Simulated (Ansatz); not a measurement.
Start from HfO₂ (space group P2_1/c, No. 14; a = 5.1141 Å, b = 5.1816 Å, c = 5.2953 Å, α = 90.00°, β = 99.47°, γ = 90.00°).

Level of theory: plane-wave PAW DFT at the r2SCAN level (Ansatz, a quantum-chemistry and plane-wave program, 500 eV), scalar-relativistic without spin-orbit coupling.

Base values:

| Item | Value |
|---|---|
| Valence-band top at Γ | 0.00, -0.21, -0.52 eV |

The change: an isotropic linear strain of +0.84 %, atoms relaxed at fixed cell.

Question: Predict the new mean gap deformation potential ΔEg/Δln V, valence-band top at Γ and energy relative to the base.

Answer: The mean gap deformation potential ΔEg/Δln V comes out as -0.2 eV; the valence-band top at Γ (three highest levels, from the VBM) changes from 0.00, -0.21, -0.52 eV to 0.00, -0.20, -0.49 eV; the energy increases by 4.9 meV/atom.

Spin-orbit coupling, missing from the scalar runs, can matter with Hf. Stability against distortions was not tested.
